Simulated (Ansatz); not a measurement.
Start from Co in the hcp (Mg type) structure (space group P6_3/mmc, No. 194; a = 2.456 Å, c = 3.972 Å; ferromagnetic; relaxed with 0.1 eV smearing). Axes: x lies along a and z along c of the hexagonal cell.

The values are results of Kohn–Sham DFT with the PBEsol functional, run in Ansatz (an electronic-structure program) with PAW and 420 eV plane waves, no spin-orbit coupling, earlier PAW set, not measurements.

One thing is altered: the cell is stretched by 5.80 % along y with no lateral relaxation, atoms relaxed at fixed cell.

Problem. Predict the stress tensor and what it implies for the stiffness.

Solution. Stress of the strained cell less that of the base (GPa, compression positive):
```
   -8.7     0.0     0.0
    0.0   -18.9     0.0
    0.0     0.0    -6.8
```

Then −Δσ_ii/ε with ε = 0.0580 gives secant stiffness values (nonlinear terms included at this strain): C22 ≈ 326 GPa, C12 ≈ 149 GPa and C23 ≈ 117 GPa.

As a check, the harmonic strain energy −½ V₀ Δσ:ε is 35 meV/atom; the computed energy rise is 39 meV/atom.

Other magnetic orders, which the real material may have, were not ruled out. No phonon test of stability was made.
